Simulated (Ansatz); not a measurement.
## Zr under a change: pressure 0.9 GPa

Base system: Zr in the hcp (Mg type) structure (space group P6_3/mmc, No. 194; a = 3.146 Å, c = 5.086 Å).

One thing is altered: a hydrostatic pressure of 0.9 GPa.

Computed with LDA, PAW, 420 eV (Ansatz, a first-principles code; no SOC). Γ-centred 17×17×9 mesh, Fermi–Dirac width 0.05 eV.

```csv
quantity,base,changed,shift
volume per atom,21.79 Å³,21.60 Å³,-0.19 Å³
density,6.95 g/cm³,7.01 g/cm³,+0.06 g/cm³
c/a ratio,1.617,1.619,+0.002
shortest interatomic distance,3.125 Å,3.117 Å,-0.008 Å
band gap,zero,zero,–
```

Load acts through the strain it causes; cell and atoms are relaxed under it. No phonon test of stability was made. All final runs are without spin polarisation.
